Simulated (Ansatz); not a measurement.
A series of runs on LiMn₂F₆ (P4_2/mnm, 18 atoms in the cell)

```
LiMn2F6
1.0
    4.74525     0.00000     0.00000
    0.00000     4.74525     0.00000
    0.00000     0.00000     9.62002
Li Mn F
2 4 12
Direct
  0.00000   0.00000   0.00000
  0.50000   0.50000   0.50000
  0.50000   0.50000   0.16592
  0.50000   0.50000   0.83408
  0.00000   0.00000   0.66592
  0.00000   0.00000   0.33408
  0.30326   0.69674   0.00000
  0.69674   0.30326   0.00000
  0.80326   0.80326   0.50000
  0.19674   0.19674   0.50000
  0.20261   0.20261   0.16733
  0.79739   0.79739   0.83267
  0.29739   0.70261   0.66733
  0.70261   0.29739   0.33267
  0.79739   0.79739   0.16733
  0.20261   0.20261   0.83267
  0.70261   0.29739   0.66733
  0.29739   0.70261   0.33267
```
Moments meant for the start (each program seeds them in its own way; μB, in the order of the atoms Li Li Mn Mn Mn Mn F F F F F F F F F F F F): 0.0 0.0 4.0 4.0 4.0 4.0 0.0 0.0 0.0 0.0 0.0 0.0 0.0 0.0 0.0 0.0 0.0 0.0.

Base run A: LDA (PW92), default PAW files made with PBE run with Ansatz (an electronic-structure program), self-consistent single point.

Its settings: basis.ecutwfc = 420 eV; kpoints.mp_grid.grid = 6 6 3; hamiltonian.xc = lda; hamiltonian.pseudopotentials = {kind: paw} (the program's default PAW files); magnetization.spin_polarized = true; scf.occupations.method = cold; scf.occupations.width = 0.2 eV.

The starting cell comes from a database of computed structures (which also holds hypothetical and non-ambient phases and stackings), without a prior relaxation at this level. Its lattice was rescaled by a random factor within 2.5 % of one. The magnetic order is the one reached from the typed start; others were not searched systematically. In the base run, with a pressure of about -11 GPa the cell is away from its equilibrium volume at this level. Ansatz's pressure includes its estimate of the finite-basis (Pulay) stress.

ΔF is the free energy per atom less that of run A. 

The first pressure column holds Ansatz's estimate of the finite-basis (Pulay) stress, which hides part of the cutoff error; the other is without it.

In some runs the Pulay estimate is large (up to 160 GPa), a sign of a cutoff far from converged.

Runs:
- B: lattice scaled by 0.97
- C: lattice scaled by 0.97; basis.ecutwfc: 420 eV → 250 eV
- D: lattice scaled by 0.985
- E: lattice scaled by 0.985; basis.ecutwfc: 420 eV → 250 eV
- F: lattice scaled by 1.015
- G: lattice scaled by 1.015; basis.ecutwfc: 420 eV → 250 eV
- H: lattice scaled by 1.03
- I: lattice scaled by 1.03; basis.ecutwfc: 420 eV → 250 eV
- J: basis.ecutwfc: 420 eV → 250 eV

```csv
run,ΔF (meV/atom),pressure (GPa),largest force (eV/Å),size of the net moment (μB/atom),pressure at a fixed set of plane waves (GPa)
A,0.00,-11.31,0.619,1.00,-12.25
B,-49.0,-2.88,0.281,1.00,-3.90
C,2273.7,-8.40,0.463,1.00,-167.39
D,-31.7,-7.61,0.457,1.00,-8.59
E,2310.0,-12.76,0.663,1.00,-165.59
F,44.0,-14.17,0.857,1.00,-15.08
G,2414.6,-17.99,0.978,1.00,-159.63
H,98.1,-16.33,1.061,1.00,-17.22
I,2482.7,-19.32,1.149,1.00,-155.98
J,2362.3,-16.27,0.847,1.00,-163.17
```

Run D against A: The free energy falls by 31.7 meV/atom, the pressure goes from -11.31 to -7.61 GPa, the largest force goes from 0.619 to 0.457 eV/Å and the size of the net moment stays at 1.00 μB/atom.

Run G against A: The free energy rises by 2.41 eV/atom, the pressure goes from -11.31 to -17.99 GPa, the largest force goes from 0.619 to 0.978 eV/Å and the size of the net moment stays at 1.00 μB/atom.

Keys are those of Ansatz 0.2.
